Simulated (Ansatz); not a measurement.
Base system: Hf$_{3}$N$_{4}$ (space group I-43d, No. 220; a = 6.7342 Å).

(Cell as relaxed with PBE.)

Levels (all Ansatz, a program for electronic structure, PAW): PBE (420 eV, no spin-orbit coupling); PBEsol (420 eV, scalar-relativistic without spin-orbit coupling).

Each level relaxes its own structure.

```json
[
 {"base": "volume per atom", "PBE": "10.91 Å³", "PBEsol": "10.51 Å³"},
 {"base": "lattice parameter a", "PBE": "6.734 Å", "PBEsol": "6.651 Å"},
 {"base": "band gap", "PBE": "1.04 eV", "PBEsol": "1.02 eV"}
]
```

The change: cell and atoms relaxed at a pressure of 0.3 GPa.

```tsv
quantity	PBE	PBEsol
shortest interatomic distance	2.213 Å	2.207 Å
electron mass (degenerate bands, along [100])	0.32, 0.46 mₑ (at Γ)	0.29, 0.42 mₑ (at Γ)
band gap	1.04 eV	1.02 eV
```

PBE's shortest interatomic distance lies 0.006 Å above PBEsol's (0.3 %); PBE's band gap lies 0.02 eV above PBEsol's. Neither level is exact; PBEsol is the comparison here, not a measurement.

Spin-orbit coupling, missing from the scalar runs, can matter with Hf. Load acts through the strain it causes; cell and atoms are relaxed under it. Masses are band curvatures over ±0.01 Å⁻¹ around the edge. Whether these cells are dynamically stable was not tested.
